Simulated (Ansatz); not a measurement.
SnS2 under a change: pressure 50 GPa

Take SnS₂ in the CdI2 type structure (space group P-3m1, No. 164; a = 3.626 Å, c = 5.573 Å; layered, stacked along the Cartesian z axis) as the base.

Modification: cell and atoms relaxed at a pressure of 50 GPa.

Computed with plane-wave PAW DFT at the PBEsol-D3(BJ) level (Ansatz, a quantum-chemistry and plane-wave program, 420 eV), without spin-orbit coupling. Settings: 11×11×6 k-points, 0.05 eV Fermi–Dirac smearing.

- Volume per atom: 14.57 Å³ (base 21.15 Å³)
- Density: 6.95 g/cm³ (base 4.78 g/cm³)
- Lattice parameter a: 6.269 bohr (base 6.852 bohr)
- c/a ratio: 1.382 (base 1.537)
- Shortest interatomic distance: 4.548 bohr (base 4.838 bohr)
- Enthalpy H = E + PV relative to the base's energy: +5.23 eV/atom
- Band gap: zero (base 0.96 eV)

A case with no gap was solved on a k-mesh chosen for an insulator, which is coarse for it. Load acts through the strain it causes; cell and atoms are relaxed under it. Whether these cells are dynamically stable was not tested. No other phases were tried under pressure. The final runs are not spin-polarised.
